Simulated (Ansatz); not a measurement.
The reference is Zr in the hcp (Mg type) structure (space group P6_3/mmc, No. 194; relaxed with 0.1 eV smearing).

```
Zr
1.0
    3.23041     0.00000     0.00000
   -1.61520     2.79762     0.00000
    0.00000     0.00000     5.17879
Zr
2
Direct
  0.66667   0.33333   0.75000
  0.33333   0.66667   0.25000
```

Cartesian axes are those of the cell as printed.

Computed with PBE (Ansatz, a quantum-chemistry and plane-wave program; PAW; 420 eV plane waves; without spin-orbit coupling).

The change: compressive biaxial strain of 1.50 % in the plane normal to [001], as in epitaxy on a mismatched substrate; the out-of-plane cell vector and the atoms relax.

Task: Estimate the effect on the out-of-plane strain and in-plane stress.

Result: The out-of-plane strain is +1.29 %; the mean in-plane stress (compression positive) is +2.3 GPa.

Stability against distortions was not tested. The final runs are not spin-polarised.
